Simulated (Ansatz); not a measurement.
The parent structure is MgO in the rock salt structure (space group Fm-3m, No. 225; a = 4.1592 Å). Axes: x, y, z lie along the cube axes.

The values are results of plane-wave PAW DFT at the LDA level (Ansatz, a quantum-chemistry and plane-wave program, 420 eV), no SOC, not measurements.

Before the change:

| Property | Result |
|---|---|
| Valence-band top at Γ | 0.00, 0.00, 0.00 eV |
| Band gap | 5.03 eV |

Now apply this change: biaxial strain +1.67 %, plane normal [111], relaxed out of plane (Cartesian); in-plane vectors clamped, the third vector and the atoms free.

Problem. How does this affect the valence-band top at Γ?

Solution. The valence-band top at Γ (three highest levels, from the VBM) changes from 0.00, 0.00, 0.00 eV to 0.00, -0.17, -0.17 eV.

Problem. Predict the new out-of-plane strain.

Solution. The out-of-plane strain comes out as -0.63 %.

Problem. What does the calculation give for the band gap after the change?

Solution. The band gap drops by 0.39 eV, from 5.03 eV to 4.64 eV.

Stability against distortions was not tested.
